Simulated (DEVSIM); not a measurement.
Structure: illuminated Si n-on-p cell, one wavelength, with a back-surface field, at 250 K.

Layer 1 from the left is Si, thickness (μm) 0.660, Nd (cm⁻³) 3.3e18, τn (s) 9.8e-6, τp (s) 2.4e-6, absorption coefficient (cm⁻¹) 11000. Layer 2 from the left is Si, thickness (μm) 130, Na (cm⁻³) 1.1e17, τn (s) 1.1e-5, τp (s) 1.1e-5, absorption coefficient (cm⁻¹) 11000. Layer 3 from the left is Si, thickness (μm) 1.70, Na (cm⁻³) 2.3e18, τn (s) 1.1e-5, τp (s) 1.1e-5, absorption coefficient (cm⁻¹) 11000.

Left contact: ohmic, minority hole recombination velocity 4000 cm/s. Right contact: ohmic, minority electron recombination velocity 20 cm/s. Voltage is applied to the left contact. Recombination: SRH at mid-gap, radiative, Auger. Light enters at the left, 2.9e17 photons cm⁻² s⁻¹, one pass, no reflection. Mobility is μmin + (μ − μmin)/(1 + (N/Nref)^α).

Constants are typed, rounded textbook-type inputs, not results; the design itself was drawn at random and stands for no fabricated device. Values at 300 K; Nc and Nv go as T^1.5, mobilities as T to minus their exponent, the gap by Varshni's rule with the affinity fixed.

Si: gap (eV) 1.124, affinity (eV) 4.05, permittivity 11.7, Nc (cm⁻³) 2.86e19, Nv (cm⁻³) 3.1e19, μn (cm²/Vs) 1417, μp (cm²/Vs) 470, μn,min 52, μp,min 45, Nref,n 9.7e16, Nref,p 2.2e17, αn 0.68, αp 0.72, T exponent of μn 2.3, T exponent of μp 2.2, B (cm³/s) 4.7e-15, Cn (cm⁶/s) 2.8e-31, Cp (cm⁶/s) 9.9e-32, Varshni α (eV/K) 0.000473, Varshni β (K) 636.

Simulated with DEVSIM: 1D drift-diffusion, Boltzmann statistics, complete ionisation; no tunnelling, impact ionisation, image-force lowering or self-heating.

Dark forward current:

```tsv
|V| (V)	|J| (A/cm²)
0.15	1.146e-11
0.25	1.295e-10
0.30	4.397e-10
0.35	1.553e-9
0.40	6.036e-9
0.45	2.868e-8
0.50	1.814e-7
0.55	1.472e-6
0.60	1.371e-5
0.65	0.0001351
0.70	0.001360
0.75	0.01378
0.80	0.1384
0.85	1.267
0.90	7.960
0.95	38.29
1.00	185.3
1.05	617.1
1.10	1371
1.15	2385
```

Task: Work out the local ideality factor n = ΔV / (kT/q · ln(J2/J1)) between the rows 0.15 and 0.25 V, 0.70 and 0.75 V, 1.10 and 1.15 V.

Result: kT/q = 21.54 mV. From 0.15 to 0.25 V: ln(1.295e-10/1.146e-11) = 2.425, n = 1.91, near the 2 of recombination in the depletion region. From 0.70 to 0.75 V: ln(0.01378/0.001360) = 2.316, n = 1.00, near the 1 of diffusion or emission over a barrier. From 1.10 to 1.15 V: ln(2385/1371) = 0.554, n = 4.19.

Task: What current could the absorbed light give at most, and what share is collected?

Result: Σ αd = 146, so qΦ(1 − exp(−Σ αd)) = 46.5 mA/cm². The simulated short-circuit current is 45.15 mA/cm², a share of 0.97.

Task: Estimate the open-circuit voltage by superposition: the voltage at which the dark current equals that short-circuit current.

Result: Interpolating ln J in the table gives 0.776 V. The simulation gives 0.776 V, the same within the digits that matter. Superposition holds where collection doesn't change with voltage.

Task: Estimate the fill factor from FF0 = (v − ln(v + 0.72))/(v + 1), v = qVoc/(nkT), with n from the dark curve.

Result: The rows about Voc, 0.75 and 0.80 V, give n = 1.01, so v = 35.8 and FF0 = 0.875. The simulation gives 0.875, the same within the digits that matter.
